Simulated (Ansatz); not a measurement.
Input:

End structure of a constructed model of the (111)B surface of zinc-blende GaAs, As-terminated, 2x2 Ga adatom at T1 (bottom of the slab: 3 H on 4 bottom sites):

```yaml
crystal:
  lattice:
    - [8.12558, 0.00000, 0.00000]
    - [-4.06279, 7.03696, 0.00000]
    - [0.00000, 0.00000, 31.00000]
  atoms:
    - { symbol: Ga, position: [0.32872, 0.17128, 0.30809] }
    - { symbol: Ga, position: [0.84256, 0.17128, 0.30809] }
    - { symbol: Ga, position: [0.32872, 0.65744, 0.30809] }
    - { symbol: Ga, position: [0.83333, 0.66667, 0.32760] }
    - { symbol: As, position: [0.16667, 0.33333, 0.33885] }
    - { symbol: As, position: [0.66148, 0.32296, 0.33758] }
    - { symbol: As, position: [0.17704, 0.83852, 0.33758] }
    - { symbol: As, position: [0.66148, 0.83852, 0.33758] }
    - { symbol: Ga, position: [0.16667, 0.33333, 0.41828] }
    - { symbol: Ga, position: [0.66667, 0.33333, 0.41828] }
    - { symbol: Ga, position: [0.16667, 0.83333, 0.41828] }
    - { symbol: Ga, position: [0.66667, 0.83333, 0.41828] }
    - { symbol: As, position: [0.00000, 0.00000, 0.44503] }
    - { symbol: As, position: [0.50000, 0.00000, 0.44503] }
    - { symbol: As, position: [0.00000, 0.50000, 0.44503] }
    - { symbol: As, position: [0.50000, 0.50000, 0.44503] }
    - { symbol: Ga, position: [0.99946, 0.99892, 0.52557] }
    - { symbol: Ga, position: [0.50000, 0.00000, 0.52522] }
    - { symbol: Ga, position: [0.99946, 0.50054, 0.52557] }
    - { symbol: Ga, position: [0.50108, 0.50054, 0.52557] }
    - { symbol: As, position: [0.33381, 0.16619, 0.55280] }
    - { symbol: As, position: [0.83239, 0.16619, 0.55280] }
    - { symbol: As, position: [0.33381, 0.66761, 0.55280] }
    - { symbol: As, position: [0.83333, 0.66667, 0.55394] }
    - { symbol: Ga, position: [0.34164, 0.15836, 0.63343] }
    - { symbol: Ga, position: [0.81672, 0.15836, 0.63343] }
    - { symbol: Ga, position: [0.34164, 0.68328, 0.63343] }
    - { symbol: Ga, position: [0.83333, 0.66667, 0.63451] }
    - { symbol: As, position: [0.16667, 0.33333, 0.65720] }
    - { symbol: As, position: [0.66660, 0.33321, 0.66849] }
    - { symbol: As, position: [0.16679, 0.83340, 0.66849] }
    - { symbol: As, position: [0.66660, 0.83340, 0.66849] }
    - { symbol: H, position: [0.33171, 0.16829, 0.25761] }
    - { symbol: H, position: [0.83659, 0.16829, 0.25761] }
    - { symbol: H, position: [0.33171, 0.66341, 0.25761] }
    - { symbol: Ga, position: [0.16667, 0.33333, 0.74078] }
```

Slab: 36 atoms, 14.9 Å thick at the start with caps and adatoms; k 3x3x1, smearing 0.025 eV, dipole-corrected; 8 atoms held, the rest relaxed; start symmetry kept, larger cells not searched; no spin (in PBE a spin-polarised start ends no clearly lower), no spin-orbit, no U. The slab shows no gap on its mesh. In PBE it lies 0.29 eV a 1x1 cell over the lowest computed structure of the same composition (2x2 Ga adatom at H3).

Q: Predict the work function of the top face from PBE in Ansatz (a quantum-chemistry and plane-wave program).

A: 4.90 eV
